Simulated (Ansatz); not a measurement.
AlN (P6_3mc), HSE06, rigid bands in Ansatz (a program for electronic structure): Condition of this run: biaxial stress in the c plane of -9 GPa (compression positive) (the target of the relaxation). band gap 5.06 eV, N_c = 4.13e18 cm⁻³ and N_v = 3.82e19 cm⁻³ at 300 K, conductivity masses along z (a = (3.18, 0.00, 0.00) Å; b = (-1.59, 2.76, 0.00) Å; c = (0.00, 0.00, 4.91) Å) of 0.308 mₑ (electrons) and 0.331 mₑ (holes). Take k_BT = 0.02585 eV.

### Question
Find the intrinsic carrier density and the intrinsic Fermi level.

### Answer
n_i = √(N_c N_v) exp(−E_g/2k_BT) = 1.26e19 × exp(−97.86) = 4.0e-24 cm⁻³. The level lies (k_BT/2) ln(N_v/N_c) = 29 meV from mid-gap (positive towards the conduction band). Each 0.1 eV added to the gap lowers n_i by a factor of 6.9.

### Question
What thermal injection velocity √(2k_BT/πm) limits a ballistic channel along the direction named?

### Answer
9.69e6 cm/s for electrons and 9.35e6 cm/s for holes, a ratio of √(m_h/m_e) = 1.04, for dilute carriers.

### Question
A film of it is 5 nm thick, with its normal along the direction named. Estimate the confinement energies in an infinite well.

### Answer
ħ²π²/(2m t²) = 0.376 eV·nm²/(m/mₑ × t²) gives 48.8 meV for electrons and 45.4 meV for holes, so the gap would widen to about 5.15 eV. Finite barriers and nonparabolic bands lower this, and with several valleys or bands the heaviest mass along the normal sets the lowest level, not this average.

Rigid, parabolic bands with the computed gap; masses take one relaxation time for all states. Spin-orbit coupling is left out; where it splits the top of the valence band, N_v and the p-type Seebeck coefficient come out somewhat high without it. Geometry: cell and atoms relaxed with PBEsol.
